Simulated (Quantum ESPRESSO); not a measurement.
**Short convergence ladders for Fe3Ge (P4mm, 4 atoms in the cell)**

```
Fe3Ge
1.0
    3.64952     0.00000     0.00000
    0.00000     3.64952     0.00000
    0.00000     0.00000     3.64952
Fe Ge
3 1
Direct
  0.01370   0.50000   0.50000
  0.50000   0.00000   0.50000
  0.50000   0.50000   0.00000
  0.00000   0.00000   0.00000
```
Moments meant for the start (each program seeds them in its own way; μB, in the order of the atoms Fe Fe Fe Ge): 4.0 4.0 4.0 0.0.

Base method: PBEsol, PSlibrary PAW (PBE) pseudopotentials (plane waves; Quantum ESPRESSO).

Base settings: ecutwfc = 55 Ry; ecutrho = 330 Ry; occupations = smearing; smearing = gaussian; degauss = 0.0073499 Ry; nspin = 2; input_dft = pbesol; potentials = {Fe: Fe.pbe-n-kjpaw_psl.1.0.0.UPF, Ge: Ge.pbe-n-kjpaw_psl.1.0.0.UPF}; K_POINTS = automatic 3 3 3 0 0 0; conv_thr = 1e-10 Ry.

The count of work is k-points × plane waves × bands × iterations; it is no time. Core times come from one kind of shared machine, to one figure; runs under 30 s give none.

**The cutoff for other potential files**

Level: DFT, PBEsol, plane waves, PseudoDojo standard norm-conserving (PBESOL) pseudopotentials.

In this ladder: ecutrho = default; input_dft = default; pseudopotentials = {Fe: Fe.upf, Ge: Ge.upf}.

The second cell is the first with its lattice scaled by 0.98.

The mesh stays at the base's, so the ladder's end is converged at best in this setting alone.

Only quantities that move along the ladder and can be compared are tabulated.

| ecutwfc | free energy less the last step's (meV/atom) | energy of the compressed cell less the first (meV/atom) | pressure (GPa) | largest difference of a force vector from the last step's (eV/Å) | net moment (μB/atom) | count of work / last | core time / last (rough) |
|---|---|---|---|---|---|---|---|
| 40 Ry | 32931.91 | -507.27 | -1442.13 | 1.200 | 1.522 | 0.073 | – |
| 63 Ry | 953.34 | -33.00 | -111.50 | 0.148 | 1.593 | 0.13 | 0.2 |
| 90 Ry | 1.43 | -21.72 | -9.25 | 0.000 | 1.607 | 0.60 | 1 |
| 135 Ry | 0.51 | -21.70 | -9.15 | 0.000 | 1.607 | 0.68 | 1 |
| 180 Ry | 0.00 | -21.70 | -9.16 | 0.000 | 1.607 | 1.0 | 1 |

Coarsest ecutwfc that holds the pressure within 0.1 GPa of the last step, with all finer ones: 90 Ry; the step before is off by 100 GPa.

Coarsest ecutwfc that holds the forces within 0.01 eV/Å of the last step, with all finer ones: 90 Ry; the step before is off by 0.15 eV/Å.

Coarsest ecutwfc that holds the net moment within 0.02 μB/atom of the last step, with all finer ones: 63 Ry, at 0.13 of the last step's count of work and about 0.2 of the last step's time; the step before is off by 0.085 μB/atom.

The energy difference between the two cells stays within 1 meV/atom of the last step's from 90 Ry on, the total only from 135 Ry on: much of the error is common to both cells and cancels.

At the lowest cutoff the pressure lies 1430 GPa under the last step's, the usual sign of Pulay stress in an incomplete plane-wave basis.

**The relaxed cell against the cutoff**

On Fe3Ge (Pm-3m, 4 atoms in the cell): atoms on their sites.

In this ladder: calculation = vc-relax; tprnfor = default; tstress = default. Moved along: ecutrho.

The mesh stays at the base's, so the ladder's end is converged at best in this setting alone.

Only quantities that move along the ladder and can be compared are tabulated.

| ecutwfc | relaxed volume (Å³/atom) | relaxation steps | core time / last (rough) |
|---|---|---|---|
| 28 Ry | 11.042 | 3 | 0.4 |
| 38 Ry | 11.530 | 2 | 0.5 |
| 55 Ry | 11.558 | 2 | 0.7 |
| 110 Ry | 11.559 | 2 | 1 |

Coarsest ecutwfc that holds the relaxed volume within 0.012 Å³/atom of the last step, with all finer ones: 55 Ry; the step before is off by 0.029 Å³/atom.

At the lowest cutoff the cell relaxes to a volume 4.5 % smaller than at the highest.

On the base run: the starting cell comes from a database of computed structures (which also holds hypothetical and non-ambient phases and stackings), without a prior relaxation at this level. Its lattice was rescaled by up to half a per cent. One atom was moved a little off its site on purpose. The magnetic order is the one reached from the typed start; others were not searched systematically. Without a gap this mesh is coarse (it stands for a supercell whose shortest vector is 11 Å).
